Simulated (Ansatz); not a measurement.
Consider CdS in the zinc blende structure (space group F-43m, No. 216; a = 5.878 Å). Axes: x, y, z lie along the cube axes.

Computed with Ansatz (a quantum-chemistry and plane-wave program), r2SCAN, PAW, cutoff 500 eV, without spin-orbit coupling.

Before the change:

| Quantity | Result |
|---|---|
| Band gap | 1.54 eV |
| Valence-band top at Γ | 0.00, 0.00, 0.00 eV |

Modification: tensile biaxial strain of 0.42 % in the plane normal to [111], as in epitaxy on a mismatched substrate; the out-of-plane cell vector and the atoms relax.

Q: Predict the new band gap, out-of-plane strain and valence-band top at Γ.

A: The band gap decreases by 0.03 eV (1.54 eV → 1.51 eV); the out-of-plane strain amounts to -0.37 %; the valence-band top at Γ (three highest levels, from the VBM) changes from 0.00, 0.00, 0.00 eV to 0.00, -0.03, -0.03 eV.

Gaps are Kohn–Sham eigenvalue differences; semilocal functionals usually give less than the measured gap. No phonon test of stability was made.
